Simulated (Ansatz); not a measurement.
## InAs: point defects

The reference is a 16-atom supercell of InAs in the zinc blende structure (space group F-43m, No. 216; a = 6.1863 Å) at its relaxed geometry.

One neutral defect a cell, atoms relaxed at fixed cell.

Method: Ansatz (a first-principles code), PBE, PAW, cutoff 420 eV, no SOC.

```tsv
change	largest displacement of a host atom from its site in the perfect cell	pressure
perfect supercell	–	0.0 GPa
Tl on a In site	0.04 Å	[?]
B on a In site	[?]	-3.4 GPa
H interstitial (started 2.53 Å from the nearest host atom), symmetric start	0.14 Å	0.3 GPa
In interstitial (started 2.68 Å from the nearest host atom), symmetric start	0.11 Å	4.6 GPa
As interstitial (started 2.68 Å from the nearest host atom)	0.08 Å	[?]
```

**Question.** What belongs in the blanks?

**Answer.** 
- Tl on a In site, pressure: 0.5 GPa
- B on a In site, largest displacement of a host atom from its site in the perfect cell: 0.37 Å
- As interstitial (started 2.68 Å from the nearest host atom), pressure: 3.7 GPa

The cell is small, so the values are those of an ordered compound at a high defect concentration; dilute-limit values will differ. A case with no gap was solved on a k-mesh chosen for an insulator, which is coarse for it. Defects with a symmetric start kept the site's symmetry and may sit on a saddle; the others started slightly shaken. The final runs are not spin-polarised.
